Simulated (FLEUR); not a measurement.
FLEUR run on Ga₃Hg (I4/mmm, 4 atoms in the cell): self-consistent single point.

Level of theory: PBEsol, all-electron FLAPW (FLEUR), scalar-relativistic valence in FLEUR.

The change in words: lattice scaled by 0.98. Reference geometry:
```
CELL_PARAMETERS angstrom
     -2.12136     2.12136     4.64407
      2.12136    -2.12136     4.64407
      2.12136     2.12136    -4.64407
ATOMIC_POSITIONS crystal
  Ga 0.75000 0.25000 0.50000
  Ga 0.25000 0.75000 0.50000
  Ga 0.50000 0.50000 0.00000
  Hg 0.00000 0.00000 0.00000
```

Reference input (self-consistent single point, DFT, PBEsol, all-electron FLAPW (FLEUR), scalar-relativistic valence): Kmax = 3.8 1/bohr; GmaxXC = 13.3 1/bohr; xcFunctional = PBEs; jspins = 1; l_soc = F; mode = hist; fermiSmearingEnergy = 0.00499791 Htr; mesh (inpgen div1-3) = 7 7 7; inpgen gamma flag = false; Gmax = 13.3 1/bohr; numbands = 0; maxIterBroyd = 99. This run's input differs from it in these lines:

```diff
@@ -3,5 +3,5 @@
 &input film=f /
--4.0087988604 4.0087988604 8.7760109550
-4.0087988604 -4.0087988604 8.7760109550
-4.0087988604 4.0087988604 -8.7760109550
+-3.9286234501 3.9286234501 8.6004913028
+3.9286234501 -3.9286234501 8.6004913028
+3.9286234501 3.9286234501 -8.6004913028
 1.0
@@ -46,5 +46,5 @@
          <bravaisMatrix>
-            <row-1>   -4.0087988603999998     4.0087988603999998     8.7760109550000003</row-1>
-            <row-2>    4.0087988603999998    -4.0087988603999998     8.7760109550000003</row-2>
-            <row-3>    4.0087988603999998     4.0087988603999998    -8.7760109550000003</row-3>
+            <row-1>   -3.9286234500999999     3.9286234500999999     8.6004913028000001</row-1>
+            <row-2>    3.9286234500999999    -3.9286234500999999     8.6004913028000001</row-2>
+            <row-3>    3.9286234500999999     3.9286234500999999    -8.6004913028000001</row-3>
          </bravaisMatrix>
```

Output (repeated stretches shortened):

```
 Iteration:     1   Distance:       8.78134395 me/bohr^3
 Iteration:     2   Distance:       7.86080981 me/bohr^3
 Iteration:     3   Distance:       3.92193979 me/bohr^3
 Iteration:     4   Distance:       1.89763060 me/bohr^3
 Iteration:     5   Distance:       0.82565564 me/bohr^3
   [... 8 lines left out ...]
 Iteration:    14   Distance:       0.00023708 me/bohr^3
 Iteration:    15   Distance:       0.00008507 me/bohr^3
 Iteration:    16   Distance:       0.00001677 me/bohr^3
 Iteration:    17   Distance:       0.00000595 me/bohr^3
 Run finished successfully
 Stop message:
   Structural relaxation: Done

[file out, last iteration]
             iter=     18
[...]
          total density-effective poten   -4.4075000670E+04
          total charge density-energy d   -5.9084743623E+02
 Updated energy parameters for spin:           1
[...]
 fermi energy and band-weighting factors:

[...]
FERMIE:
          first approx. to ef    (T=0)  :   0.267505 htr   (energy of the highest occ. eigenvalue)
          number of occ. states  (T=0)  :       1138
          first approx. to seigv (T=0)  : -19.462640 htr
          sum of weights of occ. states :  28.504373
          sum of semicore charge        :   0.000000 e
FERHIS:  Fermi-Energy by histogram:
          bandgap                     :   0.002473 htr
   [... lines left out ...]
          charge neutrality (T=0)     :   0.008746    (zero if the highest occ. eigenvalue is "entirely" occupied)
     EF_NEWTON:  Adjust Fermi-Energy by Newton-Method.
 Direct bandgap for spin            1 :    7.3718608708870370E-003  Htr
 ---->    free energy=                    -25484.4115873881 htr
   [... lines left out ...]
 TOTAL FORCE FOR ATOM TYPE=  1  X=  3.929   Y=  0.000   Z= -4.300
                       FX_TOT= 0.000000 FY_TOT= 0.000000 FZ_TOT= 0.000000
 TOTAL FORCE FOR ATOM TYPE=  2  X=  0.000   Y=  0.000   Z=  8.600
                       FX_TOT= 0.000000 FY_TOT= 0.000000 FZ_TOT= 0.000000
 TOTAL FORCE FOR ATOM TYPE=  3  X=  0.000   Y=  0.000   Z=  0.000
                       FX_TOT= 0.000000 FY_TOT= 0.000000 FZ_TOT= 0.000000
 Structural relaxation: Done
```

The run converged in 17 iterations. FLEUR gives forces in its relaxation mode, with a further iteration, so its stop message speaks of a relaxation. Against the reference run the free energy goes down by 19.8 meV/atom.

The starting cell comes from a database of computed structures (which also holds hypothetical and non-ambient phases and stackings), without a prior relaxation at this level. For this run, on top of that: lattice scaled by 0.98. Spin-orbit coupling is off. Values depend on the basis (sphere radii, cutoffs, local orbitals), which need not be converged. The log's line on a gap gives a spacing of levels on this mesh, which the program prints for metals too.

Cost on one core of a shared machine: roughly 90 s.
